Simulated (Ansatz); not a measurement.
ZrC under a change: biaxial strain +1.00 %, plane normal [001], relaxed out of plane

Take ZrC in the rock salt structure (space group Fm-3m, No. 225; a = 4.669 Å; relaxed with 0.1 eV smearing) as the base. Axes: x, y, z lie along the cube axes.

One thing is altered: biaxial strain +1.00 %, plane normal [001], relaxed out of plane (Cartesian); in-plane vectors clamped, the third vector and the atoms free.

Calculations: PBEsol (Ansatz, a quantum-chemistry and plane-wave program; PAW; 420 eV plane waves; no spin-orbit coupling). Settings: 21×21×21 k-points, 0.1 eV Fermi–Dirac smearing.

* **Volume per atom**: 12.92 Å³ (base 12.72 Å³)
* **Shortest interatomic distance**: 2.325 Å (base 2.335 Å)
* **Energy relative to the base (free energy F)**: +4.3 meV/atom
* **Pressure (mean of the normal stresses, compression positive)**: -3.5 GPa (base 0.0 GPa)
* **Band gap**: zero (base zero)
* **Out-of-plane strain**: -0.42 %
* **Ratio −ε⊥/ε∥**: 0.42
* **Mean in-plane stress (compression positive)**: -5.3 GPa

Whether these cells are dynamically stable was not tested. All final runs are without spin polarisation.
